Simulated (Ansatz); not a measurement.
The starting structures come from a database of crystals and need not be the phases stable at ambient conditions.

By PBEsol, the system below comes out a metal.

A figure of merit of an interconnect metal is its ballistic conductance per area.

Given:

```
Mn
1.0
    4.10672     0.00000     0.00000
    0.00000     4.38784     0.00000
    0.00000     2.19392     1.26666
Mn
2
Direct
  0.25000   0.33333   0.00000
  0.75000   0.66667   0.00000
```

Space group of this cell: P6_3/mmc, hcp (Mg type). The cell is strained (all lengths scaled by 1.02); by PBEsol its mean pressure is -25.0 GPa.

The current flows along the normal of the first two printed cell vectors, the (110) plane of the conventional cell. No spin-orbit coupling; the value is a mean over 0.1 eV about the Fermi level.

Task: Estimate the ballistic conductance per area that PBEsol run with Ansatz (a program for electronic structure) returns for this system.

Result: 1.4 × 10¹⁵ S/m² for both spins.
